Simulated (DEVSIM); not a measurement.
System: double heterostructure, GaAs between p- and n-type Al0.1Ga0.9As, at 450 K.

Layer 1 from the left is Al0.1Ga0.9As, thickness (μm) 0.280, Nd (cm⁻³) 1.4e17, τn (s) 9.8e-10, τp (s) 9.8e-10. Layer 2 from the left is GaAs, thickness (μm) 0.100, Na (cm⁻³) 2.3e15, τn (s) 9.8e-10, τp (s) 9.8e-10. Layer 3 from the left is Al0.1Ga0.9As, thickness (μm) 0.700, Na (cm⁻³) 2.9e17, τn (s) 9.8e-10, τp (s) 9.8e-10.

Left contact: ohmic. Right contact: ohmic. Voltage is applied to the left contact. Recombination: SRH at mid-gap, radiative. Mobility is μmin + (μ − μmin)/(1 + (N/Nref)^α).

Constants are typed, rounded textbook-type inputs, not results; the design itself was drawn at random and stands for no fabricated device. Values at 300 K; Nc and Nv go as T^1.5, mobilities as T to minus their exponent, the gap by Varshni's rule with the affinity fixed.

Al0.1Ga0.9As: gap (eV) 1.5487, affinity (eV) 3.991, permittivity 12.62, Nc (cm⁻³) 5.17e17, Nv (cm⁻³) 9e18, μn (cm²/Vs) 6520, μp (cm²/Vs) 317, μn,min 500, μp,min 20, Nref,n 6e16, Nref,p 1.5e17, αn 0.39, αp 0.38, T exponent of μn 2.1, T exponent of μp 2.2, B (cm³/s) 2e-10, Varshni α (eV/K) 0.000541, Varshni β (K) 204. GaAs: gap (eV) 1.424, affinity (eV) 4.07, permittivity 12.9, Nc (cm⁻³) 4.7e17, Nv (cm⁻³) 9e18, μn (cm²/Vs) 8500, μp (cm²/Vs) 400, μn,min 500, μp,min 20, Nref,n 6e16, Nref,p 1.5e17, αn 0.39, αp 0.38, T exponent of μn 2.1, T exponent of μp 2.2, B (cm³/s) 2e-10, Varshni α (eV/K) 0.000541, Varshni β (K) 204.

Model (solved in DEVSIM): 1D drift-diffusion, Boltzmann statistics, complete ionisation; no tunnelling, impact ionisation, image-force lowering or self-heating. Band offsets follow the typed affinities; no thermionic-emission limit at abrupt steps, no polarisation charge.

### Question
What does the simulation give for the dark forward voltage at 100 A/cm², the potential step across the device at zero bias, the dark forward voltage at 1 A/cm²?

### Answer
dark forward voltage at 100 A/cm² 1.019 V; potential step across the device at zero bias 1.247 V; dark forward voltage at 1 A/cm² 0.784 V.
